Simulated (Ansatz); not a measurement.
A self-consistent single point of CsCdCl3 (P4mm, 5 atoms in the cell) with Ansatz (a first-principles code).

Computed with LDA (PW92), default PAW files made with PBE (plane waves; Ansatz).

```
CsCdCl3
1.0
    5.28019     0.00000     0.00000
    0.00000     5.28019     0.00000
    0.00000     0.00000     5.28019
Cs Cd Cl
1 1 3
Direct
  0.00000   0.00000   0.00947
  0.50000   0.50000   0.50000
  0.00000   0.50000   0.50000
  0.50000   0.00000   0.50000
  0.50000   0.50000   0.00000
```

Reference input (self-consistent single point, DFT, LDA (PW92), plane waves, default PAW files made with PBE): basis.ecutwfc = 420 eV; kpoints.mp_grid.grid = 5 5 5; hamiltonian.xc = lda; hamiltonian.pseudopotentials = {kind: paw} (the program's default PAW files); scf.occupations.method = fixed. This run's input differs from it in these lines:

Ansatz 0.2 input:
```diff
@@ -16,3 +16,4 @@
   mp_grid:
-    grid: [5, 5, 5]
+    grid: [10, 10, 10]
+    shift: [0.5, 0.5, 0.5]
 hamiltonian:
```

Output (repeated stretches shortened):

```
SCF iter   1: F=—  HF=-16762.344314 eV  |F-HF|=—  |Δ(HF+E_count)|=         —  Δρ=7.24e-3  dr2=7.59e-2  ethr=1.77e-3  ⟨swp⟩=5.0  Hψ=8287  notcnv=0  defer=169
all-band conjugate gradients solve this SCF's bands
preconditioner: auto → Resta (q_TF=auto, 2.279 Å⁻¹)
SCF iter   2: F=—  HF=-16762.322397 eV  |F-HF|=—  |Δ(HF+E_count)|=   2.19e-2  Δρ=3.23e-3  dr2=1.34e-2  ethr=1.52e-4  ⟨swp⟩=2.5  Hψ=4586  notcnv=0  defer=221
   [... lines left out ...]
SCF iter   4: F=—  HF=-16762.318531 eV  |F-HF|=—  |Δ(HF+E_count)|=   6.35e-5  Δρ=1.98e-4  dr2=6.06e-5  ethr=1.35e-6  ⟨swp⟩=2.1  Hψ=2830  notcnv=0  defer=223
SCF iter   5: F=—  HF=-16762.318544 eV  |F-HF|=—  |Δ(HF+E_count)|=   1.23e-5  Δρ=5.64e-5  dr2=5.23e-6  ethr=1.21e-7  ⟨swp⟩=2.2  Hψ=3761  notcnv=0  defer=117
SCF iter   6: F=—  HF=-16762.318546 eV  |F-HF|=—  |Δ(HF+E_count)|=   2.57e-6  Δρ=8.84e-6  dr2=2.67e-7  ethr=1.05e-8  ⟨swp⟩=2.4  Hψ=3305  notcnv=0  defer=118
SCF iter   7: F=-16762.318546 eV  HF=-16762.318546 eV  |F-HF|=1.79e-9  |Δ(HF+E_count)|=   2.76e-8  Δρ=1.93e-6  dr2=1.08e-8  ethr=2.00e-10  ⟨swp⟩=11.9  Hψ=11983  notcnv=0
SCF 1 converged in 7 iterations: F = -16762.318546 eV  dr2 = 1.08e-8
Free energy (F): -16762.318546 eV
Internal energy: -16762.318546 eV  (E = F + TS)
E sigma→0 (E₀):  -16762.318546 eV
Fermi energy:    3.066435 eV
--- Forces (eV/Å), atoms counted from 1 ---
  atom   1  Cs    -0.00000000     0.00000000    -0.02543676
  atom   2  Cd     0.00000000     0.00000000     0.00965783
  atom   3  Cl     0.00000000     0.00000000     0.00505560
  atom   4  Cl     0.00000000     0.00000000     0.00505560
  atom   5  Cl    -0.00000000     0.00000000     0.00566426
--- Stress (GPa, compression-positive) ---
       -3.233767       0.000000      -0.000000
        0.000000      -3.233767       0.000000
       -0.000000       0.000000      -3.232252
  P = ⅓ Tr σ = -3.2333 GPa (-32.333 kbar)
  The stress holds the Pulay correction. Without it, at fixed plane waves, as pw.x and ABINIT print it: P = -3.2397 GPa
```

The run converged in 7 iterations. Against the reference run the free energy is nearly the same (within 1 meV/atom), the pressure stays at -3.23 GPa, the largest force stays at 0.025 eV/Å and the gap on the mesh goes from 1.568 to 1.655 eV.

The starting cell comes from a database of computed structures (which also holds hypothetical and non-ambient phases and stackings), without a prior relaxation at this level. Its lattice was rescaled by up to half a per cent. One atom was moved a little off its site on purpose. Ansatz's pressure includes its estimate of the finite-basis (Pulay) stress. Another mesh or the band path of this cell gives a smaller gap, so this value is not converged in the mesh.
